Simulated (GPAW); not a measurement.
GPAW run on Na (Im-3m, 1 atom in the cell): self-consistent single point

Level of theory: PBE, GPAW PAW datasets PBE (gpaw-data 1.0.1) (plane waves; GPAW).

The input file:

```python
from ase import Atoms
from ase.units import GPa
from gpaw import GPAW

atoms = Atoms(['Na'],
              cell=[[-2.140650, 2.140650, 2.140650],
                    [2.140650, -2.140650, 2.140650],
                    [2.140650, 2.140650, -2.140650]],
              scaled_positions=[[0.000000, 0.000000, 0.000000]],
              pbc=True)

calc = GPAW(mode={'name': 'pw', 'ecut': 850},
            xc='PBE',
            kpts={'size': (6, 6, 6), 'gamma': True},
            occupations={'name': 'fermi-dirac', 'width': 0.1},
            nbands=-9,
            symmetry={'symmorphic': False, 'tolerance': 0.0005},
            maxiter=120)

atoms.calc = calc

energy = atoms.get_potential_energy()
print('Energy (eV):', round(energy, 6))
forces = atoms.get_forces()
print('Forces (eV/Ang):')
print(forces.round(5))
stress = atoms.get_stress()
print('Stress (GPa, Voigt):', (stress / GPa).round(4))
```

Output (repeated stretches shortened):

```
Input parameters:
  kpts: {gamma: True,
         size: (6, 6, 6)}
  maxiter: 120
  mode: {ecut: 850,
         name: pw}
  nbands: -9
  occupations: {name: fermi-dirac,
                width: 0.1}
  symmetry: {symmorphic: False,
             tolerance: 0.0005}
  xc: PBE

species:
  Na:
    name: Sodium
    Z: 11.0
    valence: 7
    core: 4
    charge: 0.0
    file: Na.PBE.gz

    # Using partial waves for Na as LCAO basis

Reference energy: -4418.610498  # eV

Spin-paired calculation

Convergence criteria:
 Maximum [total energy] change in last 3 cyles: 0.0005 eV / valence electron
 Maximum integral of absolute [dens]ity change: 0.0001 electrons / valence electron
 Maximum integral of absolute [eigenst]ate change: 4e-08 eV^2 / valence electron
 Maximum number of scf [iter]ations: 120

Symmetries present (total): 48
Symmetries with fractional translations: 0
216 k-points: 6 x 6 x 6 Monkhorst-Pack grid + [1/12,1/12,1/12]
16 k-points in the irreducible part of the Brillouin zone
       k-points in crystal coordinates                weights
   0:     0.00000000    0.00000000    0.00000000          1/216
   1:     0.16666667    0.00000000    0.00000000         12/216
   2:     0.16666667    0.16666667   -0.16666667          6/216
   [... 7 lines left out ...]
          ...
  15:     0.50000000    0.50000000    0.50000000          1/216

Wave functions: Plane wave expansion
  Cutoff energy: 850.000 eV
  Number of coefficients (min, max): 2171, 2234
  Pulay-stress correction: 0.000000 eV/Ang^3 (de/decut=0.000000)

Occupation numbers: Fermi-Dirac:
  width: 0.1000  # eV

Eigensolver

Densities:
  Coarse grid: 25*25*25 grid
  Fine grid: 50*50*50 grid
  Total Charge: 0.000000

Density mixing:
  Method: separate
  Backend: pulay
  Linear mixing parameter: 0.05
  old densities: 5
  Damping of long wavelength oscillations: 50

Hamiltonian:
  XC and Coulomb potentials evaluated on a 50*50*50 grid
  External potential:
    NoExternalPotential

XC parameters: PBE with 2 nearest neighbor stencil

Number of atoms: 1
Number of atomic orbitals: 7
Number of bands in calculation: 12
Number of valence electrons: 7
Bands to converge: occupied

Density initialized from atomic densities
  7 bands from LCAO basis set
  5 bands from random numbers

Atomic positions and initial magnetic moments

Positions:
   0 Na     0.000000    0.000000    0.000000    ( 0.0000,  0.0000,  0.0000)

Unit cell:
           periodic     x           y           z      points  spacing
  1. axis:    yes   -2.140650    2.140650    2.140650    25     0.1211
  2. axis:    yes    2.140650   -2.140650    2.140650    25     0.1211
  3. axis:    yes    2.140650    2.140650   -2.140650    25     0.1211

  Lengths:   3.707715   3.707715   3.707715
  Angles:  109.471221 109.471221 109.471221

Effective grid spacing dv^(1/3) = 0.1359

     iter     time        total  log10-change:
                         energy   eigst   dens
iter:   1 --:--:--    -1.298557
iter:   2 --:--:--    -1.298333   -2.81  -1.68
iter:   3 --:--:--    -1.297119c  -3.09  -1.70
iter:   4 --:--:--    -1.296760c  -5.25  -2.56
iter:   5 --:--:--    -1.293942c  -4.36  -2.59
iter:   6 --:--:--    -1.293948c  -6.19  -3.78
iter:   7 --:--:--    -1.293935c  -6.36  -3.71
iter:   8 --:--:--    -1.293935c  -8.17c -4.61c

Converged after 8 iterations.

Dipole moment: (-0.000000, -0.000000, -0.000000) |e|*Ang

Energy contributions relative to reference atoms: (reference = -4418.610498)

Kinetic:         +1.077100
Potential:       -0.948909
External:        +0.000000
XC:              -1.374702
Entropy (-ST):   -0.031428
Local:           -0.031709
SIC:             +0.000000
--------------------------
Free energy:     -1.309649
Extrapolated:    -1.293935

Showing only first 2 kpts
 Kpt  Band  Eigenvalues  Occupancy
  0     1    -24.84980    2.00000
  0     2    -24.84980    2.00000
  0     3     -3.04127    2.00000
  0     4     11.49281    0.00000

  1     1    -24.85227    2.00000
  1     2    -24.84977    2.00000
  1     3     -2.57235    2.00000
  1     4      7.91537    0.00000

Fermi level: 0.13150

No gap
No difference between direct/indirect transitions
Energy (eV): -1.293935

Forces in eV/Ang:
  0 Na    0.00000    0.00000    0.00000

Stress tensor:
     0.001898    -0.000000    -0.000000
    -0.000000     0.001898     0.000000
    -0.000000     0.000000     0.001898
Stress (GPa, Voigt): [ 0.3041  0.3041  0.3041  0.     -0.     -0.    ]
```

The run converged in 8 iterations. GPAW prints stress with tension positive.

The starting cell has typed, rounded lattice constants, without a prior relaxation at this level. Its lattice was rescaled by up to half a per cent.
